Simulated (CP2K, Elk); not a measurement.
An Elk input for a self-consistent single point of Sr3In (Fm-3m, 4 atoms in the cell) (DFT, PBEsol, all-electron FP-LAPW, Elk's shipped species files, APW+lo basis with extra local orbitals):

```
tasks
  0

xctype
  22

rgkmax
  8.0

gmaxvr
  16.0

nxlo
  2

lorbcnd
  .true.

lmaxi
  3

stype
  3

swidth
  0.00367493

avec
    0.0000000000    8.1909139523    8.1909139523
    8.1909139523    0.0000000000    8.1909139523
    8.1909139523    8.1909139523    0.0000000000

atoms
  2   : nspecies
  'Sr.in'   : spfname
  3   : natoms; atposl, bfcmt below
  0.7500000000  0.7500000000  0.7500000000    0.0 0.0 0.0
  0.2500000000  0.2500000000  0.2500000000    0.0 0.0 0.0
  0.5000000000  0.5000000000  0.5000000000    0.0 0.0 0.0
  'In.in'   : spfname
  1   : natoms; atposl, bfcmt below
  0.0000000000  0.0000000000  0.0000000000    0.0 0.0 0.0

ngridk
  7 7 7
```

### Question
Translate this input to CP2K.

### Answer
One input that does it (others would too):

```
&GLOBAL
  PROJECT calc
  RUN_TYPE ENERGY_FORCE
  PRINT_LEVEL MEDIUM
&END GLOBAL
&FORCE_EVAL
  METHOD Quickstep
  STRESS_TENSOR ANALYTICAL
  &DFT
    BASIS_SET_FILE_NAME BASIS_MOLOPT
    POTENTIAL_FILE_NAME GTH_POTENTIALS
    &QS
      METHOD GPW
      EPS_DEFAULT 1E-10
    &END QS
    &MGRID
      CUTOFF 500
      REL_CUTOFF 40
      NGRIDS 5
    &END MGRID
    &SCF
      SCF_GUESS ATOMIC
      EPS_SCF 1E-6
      MAX_SCF 100
      ADDED_MOS 8
      &DIAGONALIZATION
        ALGORITHM STANDARD
      &END DIAGONALIZATION
      &MIXING
        METHOD BROYDEN_MIXING
        ALPHA 0.2
        NBUFFER 12
        BETA 1
      &END MIXING
      &SMEAR ON
        METHOD FERMI_DIRAC
        ELECTRONIC_TEMPERATURE [K] 1160.45
      &END SMEAR
    &END SCF
    &KPOINTS
      SCHEME MONKHORST-PACK 7 7 7
    &END KPOINTS
    &XC
      &XC_FUNCTIONAL
        &PBE
          PARAMETRIZATION PBESOL
        &END PBE
      &END XC_FUNCTIONAL
    &END XC
    &PRINT
      &MO
        EIGENVALUES T
        OCCUPATION_NUMBERS T
        NDIGITS 8
        FILENAME mo
        &EACH
          QS_SCF 0
        &END EACH
        ADD_LAST NUMERIC
      &END MO
      &MULLIKEN ON
      &END MULLIKEN
    &END PRINT
  &END DFT
  &SUBSYS
    &CELL
      A 6.12983100 0.00000000 0.00000000
      B 3.06491500 5.30858900 0.00000000
      C 3.06491500 1.76953000 5.00498600
      PERIODIC XYZ
    &END CELL
    &COORD
      Sr       9.19474575     5.30858925     3.75373950
      Sr       3.06491525     1.76952975     1.25124650
      Sr       6.12983050     3.53905950     2.50249300
      In       0.00000000     0.00000000     0.00000000
    &END COORD
    &KIND Sr
      BASIS_SET DZVP-MOLOPT-SR-GTH
      POTENTIAL GTH-PBE-q10
    &END KIND
    &KIND In
      BASIS_SET DZVP-MOLOPT-SR-GTH
      POTENTIAL GTH-PBE-q13
    &END KIND
  &END SUBSYS
  &PRINT
    &FORCES ON
    &END FORCES
    &STRESS_TENSOR ON
    &END STRESS_TENSOR
  &END PRINT
&END FORCE_EVAL
```

Basis, cutoffs, solver keys and any potentials are the target program's own. This input uses DFT PBEsol, GPW, DZVP-MOLOPT-SR-GTH basis, GTH-PBE potentials (GTH_POTENTIALS).

The starting cell comes from a database of computed structures (which also holds hypothetical and non-ambient phases and stackings), without a prior relaxation at this level.
